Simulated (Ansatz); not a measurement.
Consider a periodic stack without vacuum, bcc Nb (1 1 0) on rutile SnO2 (1 0 0) (film strained to the substrate, started from cuts of the bulks and a machine-learned relaxation): substrate slab Sn6O10, film Nb8, surface cells [[0, -1], [1, -1]] and [[-2, -1], [-2, -2]], film strained by -2.2 and +3.1 %, outermost planes Sn/Sn and Nb/Nb as cut, which need not be the usual terminations and can put a slab off its formula. Its start:

```xyz
24
Lattice="3.2384 0.0000 -0.0108 3.2384 4.8274 -0.0155 -1.1613 -0.4259 23.9820" Properties=species:S:1:pos:R:3 pbc="T T T"
Sn    -0.0160    -0.0259     3.5745
Sn     1.6063     2.3577     1.0765
O      1.6021     0.8911     2.6126
O      3.2286     3.3688     2.0577
Sn    -0.0123    -0.0151     8.4406
Sn     1.6011     2.3955     5.9984
O      3.2194     1.4837     5.0266
O      4.8432     3.8674     4.4941
O      1.6028     0.9196     7.4922
O      3.2219     3.3325     6.9351
Sn     0.1066    -0.0505    13.3591
Sn     1.6329     2.3964    10.8641
O      3.2453     1.4561     9.9239
O      4.8515     3.9008     9.3869
O      1.6848     0.9817    12.3814
O      3.2629     3.3108    11.8171
Nb     5.1703     3.9923    15.7695
Nb     3.6073     1.6511    15.7668
Nb     2.0366     1.5760    18.0366
Nb     3.6428     4.0011    18.0690
Nb     2.0723     4.0035    20.4770
Nb     0.4508     1.5938    20.3808
Nb     2.0857     1.6164    22.6126
Nb     3.7045     4.0894    22.8033
```

The start was prepared with a machine-learned potential, and the result is one local minimum, with the in-plane cell held and forces under 0.04 eV/Å; the film can end far from its bulk form.

All values below come from PBE (plane waves to 420 eV, PAW; Ansatz, a quantum-chemistry and plane-wave program). Spin–orbit coupling is left out; the runs are not spin-polarised. Its k-point mesh 12×7×1, Fermi–Dirac width 0.05 eV.

Question: Predict the relaxed interface.

Answer: 
* **interface area**: 15.6 Å²
* **period**: 23.91 Å
* **gaps between the outermost planes at the two interfaces**: 2.43 and 2.44 Å
* **Nb–Sn contacts across the interfaces within 1.22 times the sum of covalent radii**: 7, mean 3.14 Å
